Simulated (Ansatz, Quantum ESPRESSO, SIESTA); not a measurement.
## Code comparison for LaGa3Pd2 (P6/mmm, 6 atoms in the cell)

Self-consistent single point, at a second geometry (lattice scaled by 0.98). First geometry:

```yaml
crystal:
  lattice:
    - [5.44368, 0.00000, 0.00000]
    - [-2.72184, 4.71436, 0.00000]
    - [0.00000, 0.00000, 4.29021]
  atoms:
    - { symbol: La, position: [0.00000, 0.00000, 0.00000] }
    - { symbol: Ga, position: [0.50000, 0.00000, 0.50000] }
    - { symbol: Ga, position: [0.50000, 0.50000, 0.50000] }
    - { symbol: Ga, position: [0.00000, 0.50000, 0.50000] }
    - { symbol: Pd, position: [0.66667, 0.33333, 0.00000] }
    - { symbol: Pd, position: [0.33333, 0.66667, 0.00000] }
```

Shared settings, as Ansatz (an electronic-structure program) writes them: kpoints.mp_grid.grid = 6 6 7; scf.occupations.method = gaussian; scf.occupations.width = 0.05 eV. Potentials and cutoffs stand in the table.

```csv
code,model,ΔF from the first geometry (meV/atom),pressure (GPa),cutoff
Quantum ESPRESSO,"PBEsol, GBRV 1.5 ultrasoft (PBESOL) pseudopotentials",7.1,4.71,50 Ry
SIESTA,"GGA PBEsol, numerical atomic orbitals DZP, PseudoDojo PBEsol standard norm-conserving potentials (rewritten from UPF to PSML)",6.2,5.34,grid 300 Ry
Ansatz,"PBEsol, PAW files made with PBE",5.4,4.66,420 eV
```

On Ansatz's run: spin polarisation is off.

The spread over the programs that give each value: ΔF from the first geometry within 1.7 meV/atom; pressure within 0.68 GPa.

SIESTA uses small atom-centred bases, whose incompleteness enters pressures, forces and empty levels differently from a plane-wave cutoff. Ansatz's pressure is given at a fixed set of plane waves, as the other plane-wave codes print theirs; with its correction for the finite basis it is 4.70 GPa.

The starting cell comes from a database of computed structures (which also holds hypothetical and non-ambient phases and stackings), without a prior relaxation at this level. For this run, on top of that: lattice scaled by 0.98.

Left out of this page: Elk and FLEUR (not drawn, or without a comparable value).

Keys are those of Ansatz 0.2.
